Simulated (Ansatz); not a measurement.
```
Ge
1.0
    0.00000     2.85203     2.85203
    2.85203     0.00000     2.85203
    2.85203     2.85203     0.00000
Ge
2
Direct
  0.00000   0.00000   0.00000
  0.25000   0.25000   0.25000
```

No spin polarisation.

The values are results of DFT with PBE, PAW potentials and a 420 eV plane-wave cutoff in Ansatz (a quantum-chemistry and plane-wave program), scalar-relativistic without spin-orbit coupling, not measurements. Settings: 14×14×14 k-points, 0.05 eV Fermi–Dirac smearing.

Q: Predict the pressure, band gap and space group.

A: The pressure is 1.9 GPa. The band gap comes out as zero and the space group is Fd-3m (No. 227).

The cells carry an imposed strain or load. Whether these cells are dynamically stable was not tested. The cell was made from Ge in the diamond structure (space group Fd-3m, No. 227) by this change: isotropic strain −1.00 %. A zero or small gap of Ge can be the functional's error rather than a property of the material.
